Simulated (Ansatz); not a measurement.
## As: As → Se

The reference is As in the A7 type structure (space group R-3m, No. 166; a = 3.7611 Å, c = 10.7335 Å (hexagonal axes); layered).

It is then changed as follows: Se takes the place of As on all its sites, then cell and atoms are relaxed.

Calculations: r2SCAN+rVV10 in Ansatz (plane waves to 500 eV, PAW, no SOC). k-mesh 17×17×17 (Γ-centred); smearing 0.05 eV (Fermi–Dirac), for the changed cell.

The volume per atom rises by 0.11 Å³ to 22.02 Å³ and the density goes up by 0.277 g/cm³, from 5.68 g/cm³ to 5.95 g/cm³. The space group becomes Pm-3m (No. 221) (base: R-3m (No. 166)) and the band gap stays zero.

Cost of the whole job for the changed cell (relaxation, final SCF and bands): around 50 core-seconds (rough).

Stability against distortions was not tested. For Se in this form, whether it has been made was not checked. This is not the structure that Se has at room temperature and ambient pressure.

Ansatz is a program for electronic structure.
